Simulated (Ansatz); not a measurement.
# Mo in the bcc (W type) structure (space group Im-3m, No. 229)

Space group Im-3m (No. 229); a = 3.161 Å, b = 3.161 Å, c = 3.161 Å, α = 90.00°, β = 90.00°, γ = 90.00°

| atom | site | symmetry | x | y | z |
|---|---|---|---|---|---|
| Mo | 2a | m-3m | 0.0000 | 0.0000 | 0.0000 |
(The calculation used a cell of 1 atom; values per cell refer to that cell.)

Calculations: PBE (Ansatz, a quantum-chemistry and plane-wave program, PAW, no spin-orbit coupling). Γ-centred 21×21×21 mesh, Fermi–Dirac width 0.05 eV.

```json
{
 "volume_per_atom": "15.79 Å³",
 "density": "10.09 g/cm³",
 "band_gap": "zero",
 "total_energy": "-4956.020 eV/atom (σ→0; compares only within this code and set-up)"
}
```

Stability against distortions was not tested. The final runs are not spin-polarised.
